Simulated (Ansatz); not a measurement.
The starting structures come from a database of crystals and need not be the phases stable at ambient conditions.

Tunnelling through a barrier is set by its complex band structure: the current falls as exp(−2κd) with the smallest κ.

Given:

```
VO5P
1.0
    7.23225     0.00000     0.00000
   -3.27584     6.44870     0.00000
   -1.63792     3.22435     3.46949
V P O
2 2 10
Direct
  0.53506   0.05300   0.46512
  0.03506   0.51812   0.53488
  0.24641   0.12293   0.74606
  0.74641   0.86899   0.25394
  0.07762   0.83113   0.00774
  0.57762   0.83887   0.99226
  0.41813   0.16737   0.98856
  0.91813   0.15593   0.01144
  0.64454   0.83843   0.51182
  0.14454   0.35025   0.48818
  0.83466   0.62931   0.51464
  0.33466   0.14395   0.48536
  0.73558   0.32665   0.31788
  0.23558   0.64453   0.68212
```

Space group of this cell: Cc. The cell is taken as given; by r2SCAN its mean pressure is -0.6 GPa.

Transport runs along the normal of the first two printed cell vectors.

The gap is the functional's own. No spin-orbit coupling. Mid-gap values are interpolated on the energy grid.

### Question
Give the band gap and the smallest decay constant κ at mid-gap that r2SCAN in Ansatz (a program for electronic structure) yields.

### Answer
Gap 1.96 eV on a 6×10×10 mesh; κ = 0.372 1/Å, at the zone centre.
